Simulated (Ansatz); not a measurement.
Cubic perovskite CsPbCl3 (cubic high-temperature phase), treated with r²SCAN-D4 (plane waves, PAW; Ansatz, a program for electronic structure).

Numerical settings: plane-wave cutoff 500 eV, 8×8×8 k mesh, gaussian smearing 0.02 eV, scalar-relativistic PAW data made under PBE.

Cell (relaxed at this level):

CsPbCl3 is taken in the cubic space group Pm-3m (No. 221), the cubic perovskite structure, Pearson symbol cP5. Conventional cell: a = 5.6532 Å, b = 5.6532 Å, c = 5.6532 Å, α = 90.00°, β = 90.00°, γ = 90.00°. Cs on 1a has 12 Cl at 3.997 Å (cuboctahedral). Pb on 1b sees 6 Cl at 2.827 Å (octahedral). Cl on 3c has 2 Pb at 2.827 Å and 4 Cs at 3.997 Å (octahedral). (Neighbours: up to the widest gap in distance over summed covalent radii, below 1.35, at either atom; cation-cation and far metal-metal contacts left out.)

Question: Give the computed band gap.

Answer: 
- band gap = 2.41 eV (on the SCF k mesh)

Note: the relaxation could not lower the start's symmetry, so the cell can be a saddle point above a distorted one.

Spin–orbit coupling is not included; with these elements it can move the gap by several tenths of an eV or more.

Computed values are for the static lattice.

It cost about 100 core-seconds (a rough figure) of CPU time.
